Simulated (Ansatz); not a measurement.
**rutile IrO2 (0 0 1) on zinc-blende CdTe (0 0 1) (film strained to the substrate, started from cuts of the bulks and a machine-learned relaxation; slabs Cd4Te4 and Ir6O12, which can lie off the formulas)**

A periodic stack without vacuum, rutile IrO2 (0 0 1) on zinc-blende CdTe (0 0 1) (film strained to the substrate, started from cuts of the bulks and a machine-learned relaxation; slabs Cd4Te4 and Ir6O12, which can lie off the formulas): substrate slab Cd4Te4, film Ir6O12, surface cells [[1, 0], [1, 1]] and [[0, 1], [-1, 0]], film strained by +3.4 and +3.4 %, outermost planes Te/Cd and IrO/IrO as cut, which need not be the usual terminations and can put a slab off its formula.

The start was prepared with a machine-learned potential, and the result is one local minimum, with the in-plane cell held and forces under 0.04 eV/Å; the film can end far from its bulk form.

Level of theory: PBE (plane waves to 420 eV, PAW; Ansatz, a quantum-chemistry and plane-wave program). No spin–orbit coupling; the runs are not spin-polarised. Its k-point mesh 7×7×1, Fermi–Dirac width 0.05 eV.

interface area: 21.9 Å²
period: 22.13 Å
heights between the nearest atoms of the two slabs at the two interfaces: 1.58 and 2.37 Å
Cd–Ir contacts across the interfaces within 1.22 times the sum of covalent radii: 2, mean 3.03 Å
Cd–O contacts across the interfaces within 1.22 times the sum of covalent radii: 2, mean 2.34 Å
Ir–Te contacts across the interfaces within 1.22 times the sum of covalent radii: 2, mean 2.62 Å

```xyz
26
Lattice="4.6792 0.0060 -0.1327 0.0027 4.6723 0.3095 1.2909 -0.3195 22.1302" Properties=species:S:1:pos:R:3 pbc="T T T"
Cd     4.8533     0.4380     5.8990
Cd     2.8051     3.1575     2.7390
Cd     2.6690    -0.1648    11.7275
Cd     2.8463     2.6314     9.4595
Te     5.0473     2.8928     4.4467
Te     1.7776     0.8531     1.3418
Te     5.1530     1.9543    11.0937
Te     2.5947     0.3783     7.6784
Ir     2.0557     0.3506    14.9077
Ir     4.3367     2.8122    13.4647
O      3.4967     3.5812    15.1556
O      1.0806     4.1538    13.7066
O      2.9759     1.3907    13.4604
O      5.3572     1.7373    14.9960
Ir     2.1640     0.1084    18.0022
Ir     4.4703     2.5523    16.6032
O      3.5969     3.3537    18.2298
O      1.2083     3.9813    16.7498
O      3.0448     1.1315    16.5141
O      5.4293     1.5445    18.0608
Ir     2.3023    -0.0474    21.0747
Ir     4.5662     2.3460    19.7508
O      3.5917     3.2013    21.2438
O      1.2870     3.7673    19.8000
O      3.1546     0.9195    19.5743
O      5.5679     1.2566    21.0509
```
